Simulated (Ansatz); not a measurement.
```xyz
8
Lattice="-3.1185 3.1185 4.4180 3.1185 -3.1185 4.4180 3.1185 3.1185 -4.4180" Properties=species:S:1:pos:R:3 pbc="T T T"
Al     0.0000     3.1185     2.2090
Al     3.1185     0.0000     2.2090
Hg     0.0000     0.0000     6.6270
Hg     0.0000     0.0000     2.2090
Hg     4.3376     1.2192     0.0000
Hg    -1.2192     1.8993     4.4180
Hg     1.8993     1.2192     4.4180
Hg     1.2192     1.8993     0.0000
```

A single point on AlPt3 with a change (Pt → Hg), its geometry relaxed with PBEsol.

Level of theory: PBEsol in Ansatz (plane waves to 420 eV, PAW, noncollinear with spin-orbit coupling). Settings: 11×11×11 k-points, 0.05 eV Fermi–Dirac smearing.

Q: Predict the pressure and band gap.

A: The pressure is -1.3 GPa and the band gap comes out as zero.

Single points use the geometry relaxed with PBEsol. Whether these cells are dynamically stable was not tested. The cell was made from AlPt3 by this change: Pt → Hg; the result is a hypothetical phase, not in the database extracts checked.

Ansatz is an electronic-structure program.
